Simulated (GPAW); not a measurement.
**A self-consistent single point of LuBPd3 (Pm-3m, 5 atoms in the cell) with GPAW**

Method: LDA (Perdew-Wang 92), GPAW PAW datasets LDA (gpaw-data 1.0.1) (plane waves; GPAW 25.7.0).

This input was run:

```python
from ase import Atoms
from ase.units import GPa
from gpaw import GPAW, PW

atoms = Atoms(['Lu', 'B', 'Pd', 'Pd', 'Pd'],
              cell=[[4.286120, 0.000000, 0.000000],
                    [0.000000, 4.286120, 0.000000],
                    [0.000000, 0.000000, 4.286120]],
              positions=[[0.000000, 0.000000, 0.000000],
                         [2.143060, 2.143060, 2.143060],
                         [0.000000, 2.143060, 2.143060],
                         [2.143060, 0.000000, 2.143060],
                         [2.143060, 2.143060, 0.000000]],
              pbc=True)

calc = GPAW(mode=PW(950),
            xc='LDA',
            kpts=(5, 5, 5),
            occupations={'name': 'methfessel-paxton', 'width': 0.2, 'order': 0},
            nbands=-13,
            convergence={'density': 1e-05, 'energy': 1e-05},
            symmetry={'symmorphic': False, 'tolerance': 0.0005},
            maxiter=120,
            txt='-')

atoms.calc = calc

energy = atoms.get_potential_energy()
print('Energy (eV):', round(energy, 6))
forces = atoms.get_forces()
print('Forces (eV/Ang):')
print(forces.round(5))
stress = atoms.get_stress()
print('Stress (GPa, Voigt):', (stress / GPa).round(4))
```

Output (repeated stretches shortened):

```
Input parameters:
  convergence: {density: 1e-05,
                energy: 1e-05}
  kpts: [5 5 5]
  maxiter: 120
  mode: {ecut: 950.0,
         name: pw}
  nbands: -13
  occupations: {name: methfessel-paxton,
                order: 0,
                width: 0.2}
  symmetry: {symmorphic: False,
             tolerance: 0.0005}

species:
  Lu:
    name: Lutetium
    Z: 71.0
    valence: 25
    core: 46
    charge: 0.0
    file: Lu.LDA.gz

    # Using partial waves for Lu as LCAO basis

  B:
    name: Boron
    Z: 5.0
    valence: 3
    core: 2
    charge: 0.0
    file: B.LDA.gz

    # Using partial waves for B as LCAO basis

  Pd:
    name: Palladium
    Z: 46.0
    valence: 16
    core: 30
    charge: 0.0
    file: Pd.LDA.gz

    # Using partial waves for Pd as LCAO basis

Reference energy: -808004.007651  # eV

Spin-paired calculation

Convergence criteria:
 Maximum [total energy] change in last 3 cyles: 1e-05 eV / valence electron
 Maximum integral of absolute [dens]ity change: 1e-05 electrons / valence electron
 Maximum integral of absolute [eigenst]ate change: 4e-08 eV^2 / valence electron
 Maximum number of scf [iter]ations: 120

Symmetries present (total): 48
Symmetries with fractional translations: 0
125 k-points: 5 x 5 x 5 Monkhorst-Pack grid
10 k-points in the irreducible part of the Brillouin zone
       k-points in crystal coordinates                weights
   0:     0.00000000    0.00000000    0.00000000          1/125
   1:     0.20000000    0.00000000    0.00000000          6/125
   2:     0.20000000    0.20000000    0.00000000         12/125
   [... 7 lines left out ...]

Wave functions: Plane wave expansion
  Cutoff energy: 950.000 eV
  Number of coefficients (min, max): 5201, 5262
  Pulay-stress correction: 0.000000 eV/Ang^3 (de/decut=0.000000)

Occupation numbers: Methfessel-Paxton:
  width: 0.2000  # eV
  order: 0

Eigensolver

Densities:
  Coarse grid: 32*32*32 grid
  Fine grid: 64*64*64 grid
  Total Charge: 0.000000

Density mixing:
  Method: separate
  Backend: pulay
  Linear mixing parameter: 0.05
  old densities: 5
  Damping of long wavelength oscillations: 50

Hamiltonian:
  XC and Coulomb potentials evaluated on a 64*64*64 grid
  External potential:
    NoExternalPotential

Number of atoms: 5
Number of atomic orbitals: 60
Number of bands in calculation: 51
Number of valence electrons: 76
Bands to converge: occupied

Density initialized from atomic densities
  51 bands from LCAO basis set

Atomic positions and initial magnetic moments

Positions:
   0 Lu     0.000000    0.000000    0.000000    ( 0.0000,  0.0000,  0.0000)
   1 B      2.143060    2.143060    2.143060    ( 0.0000,  0.0000,  0.0000)
   2 Pd     0.000000    2.143060    2.143060    ( 0.0000,  0.0000,  0.0000)
   3 Pd     2.143060    0.000000    2.143060    ( 0.0000,  0.0000,  0.0000)
   4 Pd     2.143060    2.143060    0.000000    ( 0.0000,  0.0000,  0.0000)

Unit cell:
           periodic     x           y           z      points  spacing
  1. axis:    yes    4.286120    0.000000    0.000000    32     0.1339
  2. axis:    yes    0.000000    4.286120    0.000000    32     0.1339
  3. axis:    yes    0.000000    0.000000    4.286120    32     0.1339

  Lengths:   4.286120   4.286120   4.286120
  Angles:   90.000000  90.000000  90.000000

Effective grid spacing dv^(1/3) = 0.1339

     iter     time        total  log10-change:
                         energy   eigst   dens
iter:   1 --:--:--   -39.340472
iter:   2 --:--:--   -36.286724   -1.33  -1.15
iter:   3 --:--:--   -31.198963   -0.53  -1.24
iter:   4 --:--:--   -31.072286   -1.96  -1.74
iter:   5 --:--:--   -30.936058   -2.72  -1.80
iter:   6 --:--:--   -31.026331   -2.32  -1.86
iter:   7 --:--:--   -30.770668   -2.19  -1.98
iter:   8 --:--:--   -30.764743   -3.24  -2.61
iter:   9 --:--:--   -30.761231   -3.66  -2.74
iter:  10 --:--:--   -30.758526   -3.80  -2.91
iter:  11 --:--:--   -30.758748   -4.50  -3.34
iter:  12 --:--:--   -30.758581c  -5.41  -3.55
iter:  13 --:--:--   -30.758319c  -5.13  -3.73
iter:  14 --:--:--   -30.758259c  -5.75  -3.88
iter:  15 --:--:--   -30.758226c  -5.49  -3.95
iter:  16 --:--:--   -30.758234c  -6.33  -4.26
iter:  17 --:--:--   -30.758231c  -7.30  -4.37
iter:  18 --:--:--   -30.758232c  -6.87  -4.42
iter:  19 --:--:--   -30.758231c  -7.66c -4.42
iter:  20 --:--:--   -30.758234c  -6.37  -4.45
iter:  21 --:--:--   -30.758233c  -8.16c -5.09c

Converged after 21 iterations.

Dipole moment: (-0.000000, -0.000000, -0.000000) |e|*Ang

Energy contributions relative to reference atoms: (reference = -808004.007651)

Kinetic:        -10.483408
Potential:       -4.683879
External:        +0.000000
XC:             -14.955645
Entropy (-ST):   -0.057614
Local:           -0.606494
SIC:             +0.000000
--------------------------
Free energy:    -30.787040
Extrapolated:   -30.758233

Showing only first 2 kpts
 Kpt  Band  Eigenvalues  Occupancy
  0    36      8.01805    2.00000
  0    37      8.01805    2.00000
  0    38      8.01805    2.00000
  0    39     11.60390    0.00000

  1    36      7.91902    2.00000
  1    37      9.16388    1.99526
  1    38      9.16388    1.99526
  1    39     11.53055    0.00000

Fermi level: 9.56325

No gap
No difference between direct/indirect transitions
Energy (eV): -30.758233

Forces in eV/Ang:
  0 Lu    0.00000    0.00000    0.00000
  1 B     0.00000    0.00000    0.00000
  2 Pd   -0.00000    0.00000    0.00000
  3 Pd   -0.00000   -0.00000    0.00000
  4 Pd   -0.00000    0.00000   -0.00000

Stress tensor:
     0.065693     0.000000     0.000000
     0.000000     0.065693     0.000000
     0.000000     0.000000     0.065693
Stress (GPa, Voigt): [10.5252 10.5252 10.5252  0.      0.      0.    ]
```

The run converged in 21 iterations. GPAW prints stress with tension positive.

At such cutoffs GPAW's stress carries a finite-basis (Pulay) error, which enters relaxed cells too; its log prints stress with tension positive.

The starting cell comes from a database of computed structures (which also holds hypothetical and non-ambient phases and stackings), without a prior relaxation at this level. Spin-orbit coupling is off. Spin polarisation is off.

Cost on one core of a shared machine: roughly 70 s.
